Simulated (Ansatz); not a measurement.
The starting structures come from a database of crystals and need not be the phases stable at ambient conditions.

By PBEsol, the system below comes out a metal.

Without scattering a metal conducts by its projected Fermi surface.

Data:

```yaml
crystal:
  lattice:
    - [3.76823, 0.00000, 0.00000]
    - [0.00000, 6.86240, 0.00000]
    - [0.00000, 0.00000, 5.22345]
  atoms:
    - { symbol: Hf, position: [0.75000, 0.67514, 0.37439] }
    - { symbol: Hf, position: [0.25000, 0.32486, 0.62561] }
    - { symbol: Hf, position: [0.25000, 0.82486, 0.87439] }
    - { symbol: Hf, position: [0.75000, 0.17514, 0.12561] }
    - { symbol: Si, position: [0.75000, 0.54312, 0.86087] }
    - { symbol: Si, position: [0.25000, 0.45688, 0.13913] }
    - { symbol: Si, position: [0.25000, 0.95688, 0.36087] }
    - { symbol: Si, position: [0.75000, 0.04312, 0.63913] }
```

Space group of this cell: Pnma. The cell is taken as given; by PBEsol its mean pressure is -2.0 GPa.

The current flows along the normal of the first two printed cell vectors. No spin-orbit coupling; the value is a mean over 0.1 eV about the Fermi level.

### Question
State the ballistic conductance per area according to PBEsol in Ansatz (a program for electronic structure).

### Answer
0.22 × 10¹⁵ S/m² for both spins.
